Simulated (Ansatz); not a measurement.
ZrN (rock salt, Fm-3m); conventional cell a = b = c = 4.415 Å, α = β = γ = 90.00°.

The pressure is 30 GPa. The structure is held there; whether it is the stable one at that pressure was not tested.

What linear thermal expansion coefficient does the quasi-harmonic free energy on PBEsol density-functional theory in Ansatz (plane waves, PAW) give at 200 K, and what isobaric heat capacity per mole of formula units and Grüneisen parameter?

α = 2.7 × 10⁻⁶ K⁻¹; C_P = 27.6 J/(mol K); γ = 1.45. The crystal is held in this phase throughout; melting and phase transitions are not modelled.

The PAW data sets were generated under PBE and serve the other functionals too.

Ansatz is a first-principles code.
